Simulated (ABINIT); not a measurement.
Troubleshooting ABINIT: a failed run on TcSe₂ (P1, 3 atoms in the cell). The aim is a self-consistent single point with DFT, LDA (PW92), plane waves, norm-conserving pseudopotentials (PseudoDojo nc-sr-04 LDA standard).

Cell that was meant: a = 4.2309 Å, b = 4.2309 Å, c = 4.2309 Å, α = 60.00°, β = 60.00°, γ = 60.00°.

Part of the input:

```
shiftk 0 0 0
nstep 100
tolvrs 1.0e-12
toldfe 1.0e-08
prtwf 0
prtden 0
prtvol 1
```

Output, abridged:

```
    So, do not be surprised by the fact that your input variables (xcart, xred, ...)
    do not correspond exactly to the ones echoed by ABINIT, the latter being used to do the calculations.
    This is not a problem per se.
    Still, in order to avoid this symmetrization (e.g. for specific debugging/development), decrease tolsym to 1.0e-8 or lower,
    or (much preferred) use input primitive vectors that are accurate to better than 1.0e-8.
    This message will only be printed once, even if there are other datasets where tolsym is bigger than 1.0e-8.
...

 symlatt: the Bravais lattice is cF (face-centered cubic)

--- !COMMENT
src_file: m_symfind.F90
src_line: 1290
message: |
    The Bravais lattice determined only from the primitive
    vectors, bravais(1)=  7, is more symmetric
    than the real one, iholohedry=  1, obtained by taking into
    account the atomic positions. Start deforming the primitive vector set.
...

 symlatt: the Bravais lattice is mC (one-face-centered monoclinic)

--- !COMMENT
src_file: m_symfind.F90
src_line: 1299
message: |
    The Bravais lattice determined from modified primitive
    vectors, bravais(1)=  2, has a lower symmetry than before,
    but is still more symmetric than the real one, iholohedry=  1
    obtained by taking into account the atomic positions.
...

 symlatt: the Bravais lattice is aP (primitive triclinic)
 symspgr: spgroup=   1  P1   (=C1^1)

--- !ERROR
src_file: m_invars2.F90
src_line: 3384
mpi_rank: 0
message: |
    Only one of the tolXXX variables may be defined at once.
    Action: check values of tolvrs, toldfe, tolrff and toldff.
...

 abinit_abort: decision taken to exit. Check above messages for more info
Abort(13) on node 0 (rank 0 in comm 0): application called MPI_Abort(MPI_COMM_WORLD, 13) - process 0

--- !ERROR
src_file: m_invars2.F90
src_line: 3384
mpi_rank: 0
message: |
    Only one of the tolXXX variables may be defined at once.
    Action: check values of tolvrs, toldfe, tolrff and toldff.
...
```

Question: From the messages shown, name the fault and mend the input.

Answer: The fault is two stopping criteria at once. The program does not take these two tolerances for the self-consistent loop together. To fix it, keep one tolerance. The program stopped before any SCF iteration.

An input that runs soundly differs in these lines (not the only fix; some lines may just follow from the change or write a value another way):
```diff
-toldfe 1.0e-08
```

With that input, the run converged in 13 iterations: free energy E − TS -8906.32 eV; Fermi level (on the code's own zero) 9.48 eV; pressure -0.28 GPa; largest force (vector length) 1.299 eV/Å (DFT, LDA (PW92), plane waves, norm-conserving pseudopotentials (PseudoDojo nc-sr-04 LDA standard)).

On the sound input: the starting cell was generated: these elements placed on a structure prototype, without a prior relaxation; it need not be a known phase or ordering of this composition. Its atoms were displaced at random from the sites of space group no. 225. Spin polarisation is off; with an odd number of electrons in the cell that forces a metal, and a magnetic state may lie lower. Forces in this geometry exceed 1 eV/Å. Without a gap this mesh is coarse (it stands for a supercell whose shortest vector is 17 Å).
